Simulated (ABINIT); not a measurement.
## One base run on ZnSe (F-43m, 2 atoms in the cell) and variants with one or two settings moved

```yaml
crystal:
  lattice:
    - [0.00000, 2.87776, 2.87776]
    - [2.87776, 0.00000, 2.87776]
    - [2.87776, 2.87776, 0.00000]
  atoms:
    - { symbol: Zn, position: [0.00000, 0.00000, 0.00000] }
    - { symbol: Se, position: [0.75000, 0.75000, 0.75000] }
```

Base run A: PBE, PAW (JTH v2.0 PBE PAW) in ABINIT, self-consistent single point.

Its settings: pseudos = [Zn.GGA_PBE-JTH.xml, Se.GGA_PBE-JTH.xml]; ecut = 60 Ry; pawecutdg = 120 Ry; pawxcdev = 0; ixc = 11; occopt = 1; ngkpt = 8 8 8; nshiftk = 1; shiftk = 0.5 0.5 0.5; potentials = JTH v2.0 PBE PAW; nband = 11; kptopt = 1; nstep = 60; tolvrs = 1e-11.

The starting cell comes from a database of computed structures (which also holds hypothetical and non-ambient phases and stackings), without a prior relaxation at this level. Its lattice was rescaled by a random factor within 2.5 % of one. The shifted mesh does not hold Γ, so a gap read on it misses any band edge there.

ΔF is the free energy per atom less that of run A. A dash stands where there is no value to compare (another energy zero or no entropy term, no result, no spin, no clean gap, or a mesh too coarse for one). Total energies depend on the potentials, the functional and any Hubbard or dispersion term, so they are compared only between runs that share all of them.

Run A gave: pressure (GPa) -0.67; gap on the mesh (eV) 1.562; k-points 60; ending converged.

Runs:
- B: tolvrs: 1e-11 → default; toldfe: default → 3.7e-06 Ha
- C: occopt: 1 → 3; nband: 11 → 14; tsmear: default → 0.0183747 Ha
- D: usepawu: default → 1; lpawu: default → 2 -1; upawu: default → 2 0 eV; jpawu: default → 0 0 eV [PBE+U]
- E: ixc: 11 → 15 [RPBE]
- F: ngkpt: 8 8 8 → 5 5 5
- G: tolvrs: 1e-11 → 1e-05
- H: iscf: default → 12; diemix: default → 0.5
- I: ixc: 11 → 23 [Wu-Cohen GGA]
- J: nnsclo: default → 2

Q: What does run C change against A?

A: The free energy goes down by 16.8 meV/atom and the pressure goes from -0.67 to -0.25 GPa.

Q: What does run I change against A?

A: The pressure goes from -0.67 to -3.61 GPa and the gap on the mesh goes from 1.562 to 1.437 eV.

Q: What does run F change against A?

A: The free energy hardly moves (within 1 meV/atom), the pressure stays at -0.67 GPa and the gap on the mesh goes from 1.562 to 1.980 eV.

| run | ΔF (meV/atom) | pressure (GPa) | gap on the mesh (eV) | k-points | ending |
|---|---|---|---|---|---|
| A | 0.00 | -0.67 | 1.562 | 60 | converged |
| B | 0.00 | -0.62 | 1.563 | 60 | converged |
| C | -16.8 | -0.25 | – | 60 | converged |
| D | – | -0.44 | 1.642 | 60 | converged |
| E | – | 1.42 | 1.695 | 60 | converged |
| F | 0.01 | -0.67 | 1.980 | 19 | converged |
| G | 0.00 | -0.66 | 1.562 | 60 | converged |
| H | – | – | – | 60 | not converged |
| I | – | -3.61 | 1.437 | 60 | converged |
| J | 0.00 | -0.67 | 1.562 | 60 | converged |
